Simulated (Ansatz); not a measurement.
## A computed series for HfSi: response to strain

The reference is HfSi (space group Pnma, No. 62; a = 6.825 Å, b = 3.757 Å, c = 5.203 Å). Axes: x, y, z lie along a, b, c of the conventional cell.

Strains are applied to the cell and any free atomic positions relax; under biaxial strain the out-of-plane vector relaxes too; under stress the whole cell relaxes.

Level of theory: plane-wave PAW DFT at the PBEsol level (Ansatz, an electronic-structure program, 420 eV), scalar-relativistic without spin-orbit coupling, earlier PAW set.

Notes on the quantities. pressure: mean of the normal stresses, compression positive.

```csv
change,shortest interatomic distance,space group,pressure
base,4.632 bohr,Pnma (No. 62),0.0 GPa
"biaxial strain −2.92 %, plane normal [001], relaxed out of plane",4.545 bohr,Pnma (No. 62),7.5 GPa
"biaxial strain −2.01 %, plane normal [001], relaxed out of plane",4.572 bohr,Pnma (No. 62),5.0 GPa
"biaxial strain +2.27 %, plane normal [001], relaxed out of plane",4.699 bohr,Pnma (No. 62),-4.6 GPa
isotropic strain −2.70 %,4.498 bohr,Pnma (No. 62),15.5 GPa
isotropic strain −0.83 %,4.590 bohr,Pnma (No. 62),4.2 GPa
isotropic strain +0.20 %,4.642 bohr,Pnma (No. 62),-0.9 GPa
"uniaxial stress, 5 GPa tension along x",4.616 bohr,Pnma (No. 62),–
tensor shear ε_xy = −2.27 %,4.588 bohr,P2_1/c (No. 14),0.5 GPa
```

Without a gap, meshes like the base's 7×12×9 leave anisotropic stresses uncertain by several tenths of a GPa, and small strain energies with them. Stability under load was not tested beyond the relaxation. The final runs are not spin-polarised.
